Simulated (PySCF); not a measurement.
PySCF 2.14.0, unrestricted PBE/def2-svp, df: FC(F)=[C]C(F)=C(F)F, charge 0, multiplicity 2, 9 atoms. The geometry is a generated start, not checked to be a minimum at this level.

```yaml
task: energy
method: pbe
basis: def2-svp
two_electron_scheme: density fitting
mol.max_memory: 3000 MB
mf.max_cycle: 100
mf.conv_tol: 1e-09 (default)
mf.grids.level: 3 (default)
basis_functions: 126
grid_points: 127784
```

```xyz
9

F      2.6642     0.9092     0.2552
C      1.8497    -0.1199     0.4692
F      2.4573    -0.9919     1.2579
C      0.6427    -0.2216     0.0197
C     -0.5523    -0.2143    -0.6007
F     -0.6674    -0.7591    -1.8250
C     -1.7243     0.2819    -0.0557
F     -2.8925     0.2757    -0.6581
F     -1.7774     0.8400     1.1375
```

Charge 0 and multiplicity 2 are set for this test and not shown to be the ground state.

With the defaults (mf.DIIS = CDIIS, mf.diis = true, mf.init_guess = minao, mf.diis_damp = 0, mf.level_shift = 0, newton = off, mf.diis_space = 8) it converges in 17 Fock builds. One run each on 2 threads, 1 BLAS thread, with these changes:
- mf.level_shift = 0.3 Hartree
- mf.diis_space = 5
- mf.diis = false
- mf.level_shift = 0.1 Hartree
- mf.diis_damp = 0.3
- mf.init_guess = huckel
- newton = Hessian by the SCF's own integrals
- mf.DIIS = EDIIS
- mf.DIIS = ADIIS

Which runs fail or end elsewhere than the default run?

No convergence: mf.DIIS = EDIIS; mf.diis = false (the run ends without SCF convergence in 100 cycles). The rest reach the solution of the defaults.

| setting | Fock builds | end |
|---|---|---|
| the defaults | 17 | same solution |
| mf.diis_damp = 0.3 | 17 | same solution |
| mf.level_shift = 0.1 Hartree | 18 | same solution |
| mf.diis_space = 5 | 19 | same solution |
| mf.level_shift = 0.3 Hartree | 21 | same solution |
| mf.init_guess = huckel | 22 | same solution |
| mf.DIIS = ADIIS | 29 | same solution |
| newton = Hessian by the SCF's own integrals | 42 | same solution |
| mf.DIIS = EDIIS | 101 | no convergence |
| mf.diis = false | 101 | no convergence |

Under newton the count holds the products with the orbital Hessian.
